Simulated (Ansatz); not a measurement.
**A self-consistent single point of Ta₃Ge (Fm-3m, 4 atoms in the cell) with Ansatz (a program for electronic structure)**

Computed with PBE (plane waves, PAW; Ansatz).

This input was run:

Ansatz 0.2 input:
```yaml
# Ta3Ge
crystal:
  lattice:
    - [0.000000, 3.469964, 3.469964]
    - [3.469964, 0.000000, 3.469964]
    - [3.469964, 3.469964, 0.000000]
  atoms:
    - { symbol: Ge, position: [0.000000, 0.000000, 0.000000] }
    - { symbol: Ta, position: [0.500000, 0.500000, 0.500000] }
    - { symbol: Ta, position: [0.250000, 0.250000, 0.250000] }
    - { symbol: Ta, position: [0.750000, 0.750000, 0.750000] }
basis:
  ecutwfc: 420.0
kpoints:
  mp_grid:
    grid: [8, 8, 8]
hamiltonian:
  xc: pbe
  pseudopotentials:
    kind: paw
scf:
  occupations:
    method: cold
    width: 0.1
output:
  forces: true
  eigenvalues: true
  stress: true
```

Log, with long lists cut:

```
WARN ansatz: RAYON_NUM_THREADS=1 ignored (pool sized by the plan → 1); use --threads N
Pseudopotentials: kind: paw
Pseudopotential: Ge, paw, valence charge 14
Pseudopotential: Ta, paw, valence charge 13
Crystal: 4 atoms, lattice volume = 83.561 Å³
Basis set: ecut = 420 eV, 1639 PW (Γ), exchange–correlation on 72×72×72 points (8 copies of the dense FFT grid, shifted against one another)
Bands: 32, of which v1, the nominal top of the filled ones, is band 27 counted from 1 (26 counted from 0)
Symmetry: 48 space group operations
Space group: Fm-3m (ITA 225), of the structure as read, at distance tolerance 4.4e-5 Å
k-points: 29 of 512
Initial density: superposition of atomic densities (neutral atoms: chi_scale 0, normalization atom), corrected by the library's trained network
Initial wavefunctions: pseudopotential atomic-orbital guess
Eigensolver: davidson
Functional: x = pbe(κ = 0.804, μ = 0.2195149727645171), c = pbe(β = 0.06672455060314922)
SCF iter   1: F=—  HF=-34090.208496 eV  |F-HF|=—  |Δ(HF+E_count)|=         —  Δρ=6.10e-3  dr2=5.40e-2  ethr=1.77e-3  ⟨swp⟩=4.7  Hψ=3667  notcnv=0
all-band conjugate gradients solve this SCF's bands
preconditioner: auto → Kerker (q_TF=auto, 2.529 Å⁻¹)
SCF iter   2: F=—  HF=-34090.202696 eV  |F-HF|=—  |Δ(HF+E_count)|=   5.80e-3  S|Δr|=    0.00e0  Δρ=3.07e-3  dr2=1.07e-2  ethr=1.02e-4  ⟨swp⟩=1.0  Hψ=1161  notcnv=0
SCF iter   3: F=—  HF=-34090.201630 eV  |F-HF|=—  |Δ(HF+E_count)|=   1.07e-3  S|Δr|=    0.00e0  Δρ=5.90e-4  dr2=2.27e-4  ethr=2.01e-5  ⟨swp⟩=2.0  Hψ=1104  notcnv=0  defer=2
SCF iter   4: F=—  HF=-34090.201652 eV  |F-HF|=—  |Δ(HF+E_count)|=   2.27e-5  S|Δr|=    0.00e0  Δρ=1.47e-4  dr2=9.39e-6  ethr=4.29e-7  ⟨swp⟩=2.0  Hψ=1322  notcnv=0  defer=1
SCF iter   5: F=—  HF=-34090.201633 eV  |F-HF|=—  |Δ(HF+E_count)|=   1.91e-5  S|Δr|=    0.00e0  Δρ=5.25e-5  dr2=1.79e-6  ethr=1.77e-8  ⟨swp⟩=2.0  Hψ=1267  notcnv=0  defer=1
SCF iter   6: F=-34090.201633 eV  HF=-34090.201633 eV  |F-HF|=1.15e-8  |Δ(HF+E_count)|=   2.17e-7  S|Δr|=    0.00e0  Δρ=9.87e-6  dr2=6.33e-8  ethr=1.89e-10  ⟨swp⟩=5.8  Hψ=3801  notcnv=0
SCF 1 converged in 6 iterations: F = -34090.201633 eV  dr2 = 6.33e-8
SCF converged after 6 iterations
Stability not checked (fill_not_monotonic)
Free energy (F): -34090.201633 eV
Harris-Foulkes:  -34090.201633 eV  (|F-HF|=1.15e-8)
Internal energy: -34090.193218 eV  (E = F + TS)
E sigma→0 (E₀):  -34090.198828 eV
Entropy (-TS):   -0.008416 eV (-2.104 meV/atom)
Fermi energy:    14.630308 eV
--- Per-component energies (eV) ---
  E_band       = -556.092367
  E_kinetic    = 1191.674398
  E_local      = -4117.154789  (includes V_loc(G=0)·N_el)
  E_nonlocal   = 458.552034
  E_hartree    = 1613.544381
  E_xc         = -723.464861
  E_vxc        = -666.888339  (∫ρ·V_xc dr)
  E_paw        = -27207.758762  (= ΣΔE_a)
  E_vpaw       = -649.367820  (= ΣTr[D̂ρ^β])
  E_aug_tail   = 0.000775  (compensation charges beyond the density's cutoff)
  E_ewald      = -5305.586395
  E_smearing   = -0.008416  (= −TS)
  E_closure    = 0.000000  (closes the sum)
  Σ components = -34090.201633   (vs F -34090.201633, Δ=0.00e0)
--- Forces (eV/Å), atoms counted from 1 ---
  atom   1  Ge     0.00000000    -0.00000000    -0.00000000
   [... zero for the other atoms too ...]
  max |Σ_I F_I| component: 3.70e-17 eV/Å
--- Stress (GPa, compression-positive) ---
      -22.098835       0.000000       0.000000
        0.000000     -22.098835       0.000000
       -0.000000       0.000000     -22.098835
  P = ⅓ Tr σ = -22.0988 GPa (-220.988 kbar)
  The stress holds the Pulay correction. Without it, at fixed plane waves, as pw.x and ABINIT print it: P = -22.1412 GPa
--- Band table (eV; the first three rows and the last of 29) ---
  k-point 0: bands = ["-53.6034", "-53.5909", "-52.9959", "-20.0820", "-20.0820", "-20.0820", "-20.0443", "-20.0443", "-20.0443", "-19.4258", "-19.4258", "-19.4258", "-10.0562", "-10.0562", "-10.0562", "-10.0430", "-10.0430", "4.5447", "11.4283", [...]
  k-point 1: bands = ["-53.6028", "-53.5912", "-52.9961", "-20.0991", "-20.0868", "-20.0868", "-20.0421", "-20.0421", "-20.0243", "-19.4297", "-19.4231", "-19.4231", "-10.0565", "-10.0562", "-10.0562", "-10.0429", "-10.0429", "4.6879", "10.7288", [...]
  k-point 2: bands = ["-53.6011", "-53.5924", "-52.9967", "-20.1093", "-20.0965", "-20.0965", "-20.0388", "-20.0388", "-20.0097", "-19.4366", "-19.4166", "-19.4166", "-10.0572", "-10.0564", "-10.0564", "-10.0427", "-10.0427", "5.0718", "9.8786", [...]
  k-point 28: bands = ["-53.5960", "-53.5960", "-52.9982", "-20.1874", "-20.0990", "-20.0879", "-20.0879", "-19.9739", "-19.9733", "-19.4309", "-19.4309", "-19.3913", "-10.0578", "-10.0578", "-10.0568", "-10.0427", "-10.0423", "5.9854", "10.0440", [...]
```

The run converged in 6 iterations.

The starting cell was generated: these elements placed on a structure prototype, without a prior relaxation; it need not be a known phase or ordering of this composition. Spin-orbit coupling is off. Spin polarisation is off. With a pressure of about -22 GPa the cell is away from its equilibrium volume at this level. Ansatz's pressure includes its estimate of the finite-basis (Pulay) stress.
